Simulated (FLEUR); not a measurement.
Worked example: self-consistent single point of GaPt (P2_13, 8 atoms in the cell) in FLEUR.

Method of the run: PBEsol, all-electron FLAPW (FLEUR), scalar-relativistic valence.

The change in words: lattice scaled by 0.98. Reference geometry:
```yaml
crystal:
  lattice:
    - [4.89923, 0.00000, 0.00000]
    - [0.00000, 4.89923, 0.00000]
    - [0.00000, 0.00000, 4.89923]
  atoms:
    - { symbol: Ga, position: [0.09298, 0.09298, 0.09298] }
    - { symbol: Ga, position: [0.40702, 0.90702, 0.59298] }
    - { symbol: Ga, position: [0.59298, 0.40702, 0.90702] }
    - { symbol: Ga, position: [0.90702, 0.59298, 0.40702] }
    - { symbol: Pt, position: [0.39943, 0.39943, 0.39943] }
    - { symbol: Pt, position: [0.10057, 0.60057, 0.89943] }
    - { symbol: Pt, position: [0.89943, 0.10057, 0.60057] }
    - { symbol: Pt, position: [0.60057, 0.89943, 0.10057] }
```

Reference input (self-consistent single point, DFT, PBEsol, all-electron FLAPW (FLEUR), scalar-relativistic valence): Kmax = 3.5 1/bohr; GmaxXC = 10.5 1/bohr; xcFunctional = PBEs; jspins = 1; l_soc = F; mode = gauss; fermiSmearingEnergy = 0.00734986 Htr; mesh (inpgen div1-3) = 5 5 5; inpgen gamma flag = false; Gmax = 10.5 1/bohr; numbands = 0; maxIterBroyd = 15. This run's input differs from it in these lines:

```diff
@@ -3,5 +3,5 @@
 &input film=f /
-9.2582010318 0.0000000000 0.0000000000
-0.0000000000 9.2582010318 0.0000000000
-0.0000000000 0.0000000000 9.2582010318
+9.0730362175 0.0000000000 0.0000000000
+0.0000000000 9.0730362175 0.0000000000
+0.0000000000 0.0000000000 9.0730362175
 1.0
@@ -50,5 +50,5 @@
          <bravaisMatrix>
-            <row-1>    9.2582010318000005     0.0000000000000000     0.0000000000000000</row-1>
-            <row-2>    0.0000000000000000     9.2582010318000005     0.0000000000000000</row-2>
-            <row-3>    0.0000000000000000     0.0000000000000000     9.2582010318000005</row-3>
+            <row-1>    9.0730362175000003     0.0000000000000000     0.0000000000000000</row-1>
+            <row-2>    0.0000000000000000     9.0730362175000003     0.0000000000000000</row-2>
+            <row-3>    0.0000000000000000     0.0000000000000000     9.0730362175000003</row-3>
          </bravaisMatrix>
```

Output (repeated stretches shortened):

```
 Iteration:     1   Distance:      16.22096788 me/bohr^3
 Iteration:     2   Distance:      14.19324076 me/bohr^3
 Iteration:     3   Distance:       6.07846888 me/bohr^3
 Iteration:     4   Distance:       3.13738556 me/bohr^3
 Iteration:     5   Distance:       2.41619296 me/bohr^3
   [... 10 lines left out ...]
 Iteration:    16   Distance:       0.00017881 me/bohr^3
 Iteration:    17   Distance:       0.00008988 me/bohr^3
 Iteration:    18   Distance:       0.00002804 me/bohr^3
 Iteration:    19   Distance:       0.00000973 me/bohr^3
 Reset of history
 Run finished successfully
 Stop message:
   Structural relaxation: new displacements generated

[file out, last iteration]
             iter=     20
[...]
          total density-effective poten   -1.4204417339E+05
          total charge density-energy d   -1.7057999134E+03
 Updated energy parameters for spin:           1
[...]
 fermi energy and band-weighting factors:
   [... 8 lines left out ...]

[...]
FERMIE:
          first approx. to ef    (T=0)  :   0.494352 htr   (energy of the highest occ. eigenvalue)
          number of occ. states  (T=0)  :        640
          first approx. to seigv (T=0)  : -21.099172 htr
          sum of weights of occ. states :  58.040000
          sum of semicore charge        :   0.000000 e
          fermi energy=   0.49391 har   work function= -13.43987 ev
   [... lines left out ...]
          total moment                 =     0.00000
 Direct bandgap for spin            1 :    1.2479508587325383E-002  Htr
 ---->    free energy=                    -81537.0632083461 htr
   [... lines left out ...]
      extrapolation for T->0
 ---->    total electron energy=          -81537.0632083461 htr
 ***** TOTAL FORCES ON ATOMS *****
 TOTAL FORCE FOR ATOM TYPE=  1  X=  0.844   Y=  0.844   Z=  0.844
                       FX_TOT= 0.001455 FY_TOT= 0.001455 FZ_TOT= 0.001455
 TOTAL FORCE FOR ATOM TYPE=  2  X=  3.624   Y=  3.624   Z=  3.624
                       FX_TOT= 0.000426 FY_TOT= 0.000426 FZ_TOT= 0.000426
```

The run converged in 19 iterations. FLEUR gives forces in its relaxation mode, with a further iteration, so its stop message speaks of a relaxation. 

The starting cell comes from a database of computed structures (which also holds hypothetical and non-ambient phases and stackings), without a prior relaxation at this level. Its lattice was rescaled by a random factor within 2.5 % of one. For this run, on top of that: lattice scaled by 0.98. Spin-orbit coupling is off. Spin polarisation is off. Values depend on the basis (sphere radii, cutoffs, local orbitals), which need not be converged. The log's line on a gap gives a spacing of levels on this mesh, which the program prints for metals too.

These are the values that this program gave, and no reference: the default basis lacks the next d shell.

Cost on one core of a shared machine: roughly 4 min.
